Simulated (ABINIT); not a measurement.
# A self-consistent single point of AgAu3 (I4mm, 4 atoms in the cell) with ABINIT

Method of the run: PBEsol, PAW (JTH v2.0 PBE PAW, files made for PBE) (plane waves; ABINIT 10.0.3).

Input as run:

```
# AgAu3, JTH v2.0 PBE PAW
pp_dirpath "./"
pseudos "Ag.GGA_PBE-JTH.xml, Au.GGA_PBE-JTH.xml"
acell 5.0527691747 5.0527691747 5.0527691747 Angstrom
rprim
        -0.4049903982    0.4049903982    0.8197350516
         0.4049903982   -0.4049903982    0.8197350516
         0.4049903982    0.4049903982   -0.8197350516
natom 4
ntypat 2
znucl 47 79
typat 1 2 2 2
xred
         0.0060360000    0.0060360000    0.0000000000
         0.7500000000    0.2500000000    0.5000000000
         0.2500000000    0.7500000000    0.5000000000
         0.5000000000    0.5000000000    0.0000000000
ecut 26
pawecutdg 52
pawxcdev 0
ixc -116133
occopt 3
tsmear 0.00367493
nband 29
kptopt 1
ngkpt 5 5 5
nshiftk 1
shiftk 0 0 0
nstep 60
tolvrs 1.0e-12
prtwf 0
prtden 0
prtvol 1
enunit 2
```

Output (repeated stretches shortened):

```
 Symmetries : space group I4 m m (#107); Bravais tI (body-center tetrag.)

 -outvars: echo values of preprocessed input variables --------
            acell      9.5483499529E+00  9.5483499529E+00  9.5483499529E+00 Bohr
             ecut      2.60000000E+01 Hartree
           enunit           2
              ixc     -116133
         kptrlatt        5    0    0      0    5    0      0    0    5
          kptrlen      3.86699005E+01
            natom           4
            nband          29
            ngfft          45      45      45
          ngfftdg          64      64      64
             nkpt          18
            nstep          60
             nsym           8
           ntypat           2
           occopt           3
        pawecutdg      5.20000000E+01 Hartree
         pawxcdev           0
            rprim     -4.0499039820E-01  4.0499039820E-01  8.1973505160E-01
                       4.0499039820E-01 -4.0499039820E-01  8.1973505160E-01
                       4.0499039820E-01  4.0499039820E-01 -8.1973505160E-01
          spgroup         107
           tolvrs      1.00000000E-12
           tsmear      3.67493000E-03 Hartree
            typat      1  2  2  2
           useylm           1
             xred      6.0360000000E-03  6.0360000000E-03  0.0000000000E+00
                       7.5000000000E-01  2.5000000000E-01  5.0000000000E-01
                       2.5000000000E-01  7.5000000000E-01  5.0000000000E-01
                       5.0000000000E-01  5.0000000000E-01  0.0000000000E+00
            znucl       47.00000   79.00000

== DATASET  1 ==================================================================

 Real(R)+Recip(G) space primitive vectors, cartesian coordinates (Bohr,Bohr^-1):
 R(1)= -3.8669900  3.8669900  7.8271171  G(1)=  0.0000000  0.1292995  0.0638805
 R(2)=  3.8669900 -3.8669900  7.8271171  G(2)=  0.1292995  0.0000000  0.0638805
 R(3)=  3.8669900  3.8669900 -7.8271171  G(3)=  0.1292995  0.1292995  0.0000000
 Unit cell volume ucvol=  4.6817469E+02 bohr^3
 Angles (23,13,12)=  1.32218949E+02  1.32218949E+02  6.98834396E+01 degrees

 Coarse grid specifications (used for wave-functions):

 getcut: wavevector=  0.0000  0.0000  0.0000  ngfft=  45  45  45
         ecut(hartree)=     26.000   => boxcut(ratio)=   2.00802

 Fine grid specifications (used for densities):

 getcut: wavevector=  0.0000  0.0000  0.0000  ngfft=  64  64  64
         ecut(hartree)=     52.000   => boxcut(ratio)=   2.06560

   6.42586067E+03                                ecore*ucvol(ha*bohr**3)

_setup2: Arith. and geom. avg. npw (full set) are    2964.072    2964.053

--- !BeginCycle
solver: {iscf: 17, nstep: 60, nline: 4, wfoptalg: 10, }
tolerances: {tolvrs: 1.00E-12, }
...

     iter   Etot(hartree)      deltaE(h)  residm     nres2
 ETOT  1  -140.45787966482    -1.405E+02 1.869E-01 8.218E+01
 ETOT  2  -141.01845750553    -5.606E-01 6.456E-02 7.961E+01
 ETOT  3  -140.83308607736     1.854E-01 1.762E-02 2.290E+01
 ETOT  4  -140.83511561238    -2.030E-03 1.172E-02 8.369E-01
 ETOT  5  -140.83570549631    -5.899E-04 3.168E-03 3.737E-01
 ETOT  6  -140.83619160619    -4.861E-04 1.620E-03 1.515E-01
   [... 22 lines left out ...]
 ETOT 29  -140.83644054684    -3.411E-13 1.656E-05 2.595E-10
 ETOT 30  -140.83644054684     1.336E-12 1.484E-05 1.342E-11
 ETOT 31  -140.83644054684    -5.969E-13 1.279E-05 4.551E-12
 ETOT 32  -140.83644054684    -2.274E-13 1.538E-05 2.054E-12
 ETOT 33  -140.83644054684     2.842E-14 9.933E-06 7.469E-13

 At SCF step   33       nres2   =  7.47E-13 < tolvrs=  1.00E-12 =>converged.

 Cartesian components of stress tensor (hartree/bohr^3)
  sigma(1 1)=  9.50729193E-05  sigma(3 2)=  0.00000000E+00
  sigma(2 2)=  9.50729193E-05  sigma(3 1)=  0.00000000E+00
  sigma(3 3)=  1.17112773E-04  sigma(2 1)=  0.00000000E+00

 ----iterations are completed or convergence reached----

 reduced coordinates (array xred) for    4 atoms
       0.006036000000      0.006036000000      0.000000000000
       0.750000000000      0.250000000000      0.500000000000
       0.250000000000      0.750000000000      0.500000000000
       0.500000000000      0.500000000000      0.000000000000
 cartesian forces (eV/Angstrom) at end:
    1     -0.00000000000000     0.00000000000000    -0.24574267269123
    2     -0.00000000000000     0.00000000000000     0.15206136370197
    3      0.00000000000000     0.00000000000000     0.15206136370197
    4     -0.00000000000000    -0.00000000000000    -0.05838005471271
 frms,max,avg= 9.5761426E-02 2.4574267E-01   0.000E+00  0.000E+00 -4.251E-06 e/A
 length scales=  9.548349952870  9.548349952870  9.548349952870 bohr
              =  5.052769174700  5.052769174700  5.052769174700 angstroms
 Fermi (or HOMO) energy (hartree) =   0.23098   Average Vxc (hartree)=  -0.44022
 Eigenvalues (hartree) for nkpt=  18  k points:
 kpt#   1, nband= 29, wtk=  0.00800, kpt=  0.0000  0.0000  0.0000 (reduced coord)
  -0.10839   -0.01445   -0.00469    0.01924    0.02328    0.04700    0.04700    0.05151
   0.05151    0.06167    0.06530    0.06530    0.10183    0.11213    0.11611    0.11727
   0.15299    0.15548    0.16321    0.16321    0.17475    0.27105    0.40965    0.40991
   0.44921    0.44921    0.46769    0.46769    0.47950
      occupation numbers for kpt#   1
   2.00000    2.00000    2.00000    2.00000    2.00000    2.00000    2.00000    2.00000
   2.00000    2.00000    2.00000    2.00000    2.00000    2.00000    2.00000    2.00000
   2.00000    2.00000    2.00000    2.00000    2.00000    0.00004    0.00000    0.00000
   0.00000    0.00000    0.00000    0.00000    0.00000
 prteigrs : prtvol=0 or 1, do not print more k-points.

 Fermi (or HOMO) energy (eV) =   6.28516   Average Vxc (eV)= -11.97901
 Eigenvalues (   eV  ) for nkpt=  18  k points:
 kpt#   1, nband= 29, wtk=  0.00800, kpt=  0.0000  0.0000  0.0000 (reduced coord)
  -2.94951   -0.39332   -0.12773    0.52363    0.63342    1.27895    1.27895    1.40156
   1.40156    1.67825    1.77690    1.77690    2.77099    3.05108    3.15948    3.19107
   4.16308    4.23076    4.44114    4.44114    4.75508    7.37555   11.14727   11.15435
  12.22352   12.22352   12.72659   12.72659   13.04785
 prteigrs : prtvol=0 or 1, do not print more k-points.

--- !EnergyTerms
comment             : Components of total free energy in Hartree
kinetic             :  3.75340255622476E+01
hartree             :  1.72400522941396E+01
xc                  : -2.10583172884425E+01
Ewald energy        : -1.42875019034698E+02
psp_core            :  1.37253481847202E+01
local_psp           : -5.76724451862271E+01
spherical_terms     :  1.22717778146461E+01
internal            : -1.40834577653615E+02
'-kT*entropy'       : -1.86391005039589E-03
total_energy        : -1.40836441563665E+02
total_energy_eV     : -3.83235447286535E+03
...

-Cartesian components of stress tensor (GPa)         [Pressure= -3.0133E+00 GPa]
- sigma(1 1)=  2.79714139E+00  sigma(3 2)=  0.00000000E+00
- sigma(2 2)=  2.79714139E+00  sigma(3 1)=  0.00000000E+00
- sigma(3 3)=  3.44557616E+00  sigma(2 1)=  0.00000000E+00

 Calculation completed.
```

The run converged in 33 iterations.

The starting cell comes from a database of computed structures (which also holds hypothetical and non-ambient phases and stackings), without a prior relaxation at this level. Its lattice was rescaled by up to half a per cent. One atom was moved a little off its site on purpose. The potentials were made for another functional than the one used. With a pressure of about -3 GPa the cell is away from its equilibrium volume at this level.

Cost on one core of a shared machine: roughly 6 min.
